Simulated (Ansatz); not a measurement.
**A constructed model of the (111) surface of fcc Rh, a pseudomorphic layer of Pd in the host's stacking (bottom of the slab: a bare face, its two planes held)**

Level of theory: PBE (plane waves to 420 eV, PAW; Ansatz, a program for electronic structure).

Slab: 7 atoms, 13.5 Å thick at the start with caps and adatoms (thin: gaps and levels are the slab's own); k 16x16x1, smearing 0.1 eV, dipole-corrected; 2 atoms held, the rest relaxed; symmetry of the start imposed; no spin, no spin-orbit, no U. In PBE it is, or lies within 0.01 eV a 1x1 cell of, the lowest of the 2 structures of its composition computed so far; subsurface sites and larger cells were not tried.

- work function of the top face: 5.08 eV
- energy released by relaxation: 0.088 eV
- cost: roughly 90 core-seconds
